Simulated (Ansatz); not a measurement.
Al_Ru in hcp Ru (start: the Ru site; 48-site cell, 4×4×4 shifted sampling), impurity bounded by its compound with the host (Δμ(Ru) = 0.00 eV, Δμ(Al) = -1.28 eV, bounded by AlRu (Pm-3m); only phases computed here count, gases as isolated molecules at 0 K). Method: PBE, PAW (plane waves to 420 eV; Ansatz, a program for electronic structure). In charge state 0 (not spin-polarised) the formation energy is 0.71 eV. The crystal has 7.26 × 10^22 Ru sites per cm³.

**Question.** Estimate the equilibrium concentration at 1300 K in the dilute limit, leaving out vibrational entropy and degeneracy.

**Answer.** kT = 0.1120 eV; c = N exp(−E_f / kT) = 7.26 × 10^22 × exp(−6.3) ≈ 1 × 10^20 cm^-3. An error of 0.2 eV in E_f moves this by a factor of 6.
